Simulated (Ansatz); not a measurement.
Base system: PbTe in the rock salt structure (space group Fm-3m, No. 225).

```
PbTe
1.0
    0.00000     3.26715     3.26715
    3.26715     0.00000     3.26715
    3.26715     3.26715     0.00000
Te Pb
1 1
Direct
  0.50000   0.50000   0.50000
  0.00000   0.00000   0.00000
```

Cartesian axes are those of the cell as printed.

The values are results of Kohn–Sham DFT with the r2SCAN functional, run in Ansatz (a program for electronic structure) with PAW and 500 eV plane waves, no spin-orbit coupling, not measurements.

Now apply this change: an isotropic linear strain of +3.00 %; the atoms relax in the strained cell.

Question: Predict the stress tensor and what it implies for the stiffness.

Answer: Stress of the strained cell less that of the base (GPa, compression positive):
```
  -3.06    0.00    0.00
   0.00   -3.06    0.00
   0.00    0.00   -3.06
```

Then B = −ΔP/(ΔV/V₀) with ΔV/V₀ = 0.0927 gives secant stiffness values (nonlinear terms included at this strain): B ≈ 33 GPa.

As a check, the harmonic strain energy −½ V₀ Δσ:ε is 30 meV/atom; the computed energy rise is 33 meV/atom.

Whether these cells are dynamically stable was not tested.
